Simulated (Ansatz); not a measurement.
A calculation on L1₀ (CuAu-type) FePt returned lattice constant a 2.752 Å, lattice parameter c 3.781 Å, formation enthalpy -0.178 eV/atom, magnetic moment 2.94 μB.

For reference: lattice constant a 2.727 Å (measured, room temperature, not corrected to a static lattice, P4/mmm two-atom cell, a_fct/√2; as tabulated in Sawada et al. (2023), arXiv:2212.12065); lattice parameter c 3.726 Å (measured, room temperature, not corrected to a static lattice, 0.1 GPa; as tabulated in Sawada et al. (2023), arXiv:2212.12065); formation enthalpy -0.238 ± 0.02 eV/atom (measured, 298 K, copied from a table, unchecked, not corrected to a static lattice; as tabulated in Wang et al. (2021), doi:10.1038/s41598-021-94550-5).

Q: Which level of theory produced these numbers?
A. PBEsol (Ansatz, a program for electronic structure)
B. rVV10 (Ansatz)
C. PBE-D4 (Ansatz)
D. PBE0 (Ansatz)

A: B, rVV10 (Ansatz)

The others give: PBE0 2.753 Å, 3.736 Å, -0.549 eV/atom, 3.52 μB; PBE-D4 2.706 Å, 3.729 Å, -0.202 eV/atom, 2.93 μB; PBEsol 2.687 Å, 3.716 Å, -0.200 eV/atom, 2.89 μB.

Unless a cell is named, each level is at its own relaxed cell (PBE-D4 13.66, PBE0 14.16, PBEsol 13.42, rVV10 14.32 Å³/atom).

Spin-polarised runs: PBE0 (parallel moments), PBE-D4 (parallel moments), PBEsol (parallel moments), rVV10 (parallel moments).

Ansatz's density-functional and Hartree–Fock values are scalar-relativistic unless marked +SOC, with PAW data made under PBE.
